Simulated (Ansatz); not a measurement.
Base system: PbTe in the rock salt structure (space group Fm-3m, No. 225; a = 6.442 Å). Axes: x, y, z lie along the cube axes.

The values are results of DFT with PBEsol, PAW potentials and a 420 eV plane-wave cutoff in Ansatz (a quantum-chemistry and plane-wave program), spin-orbit coupling left out, not measurements.

Base values:

| Property | Value |
|---|---|
| Pressure | 0.01 GPa |
| Band gap | 0.65 eV |

Modification: the cell is stretched by 1.50 % along z with no lateral relaxation; the atoms relax in the strained cell.

### Question
Predict the new pressure.

### Answer
The pressure (mean of the normal stresses, compression positive) decreases by 0.62 GPa (0.01 GPa → -0.61 GPa).

### Question
Estimate the effect on the band gap.

### Answer
The band gap rises by 0.02 eV to 0.67 eV.

### Question
Estimate the effect on the energy relative to the base.

### Answer
The energy goes up by 2.7 meV/atom.

Spin-orbit coupling, missing from the scalar runs, can matter with Pb and Te. Stability against distortions was not tested.
